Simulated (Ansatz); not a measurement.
Base system: InAgTe2 in the chalcopyrite structure (space group I-42d, No. 122; a = 6.431 Å, c = 12.767 Å). Axes: x, y, z lie along a, b, c of the conventional cell.

Level of theory: PBEsol in Ansatz (plane waves to 420 eV, PAW, no spin-orbit coupling).

Before the change:

- Band gap: 0.08 eV
- Shortest interatomic distance: 2.746 Å

Perturbation: biaxial strain −3.82 %, plane normal [001], relaxed out of plane (Cartesian); in-plane vectors clamped, the third vector and the atoms free.

Q: Predict the new band gap.

A: The band gap goes from 0.08 eV to zero.

Q: What happens to the shortest interatomic distance?

A: The shortest interatomic distance falls by 0.027 Å, from 2.746 Å to 2.719 Å.

Spin-orbit coupling, missing from the scalar runs, can matter with Te. Whether these cells are dynamically stable was not tested. The final runs are not spin-polarised. A zero or small gap of InAgTe2 can be the functional's error rather than a property of the material.

Ansatz is a program for electronic structure.
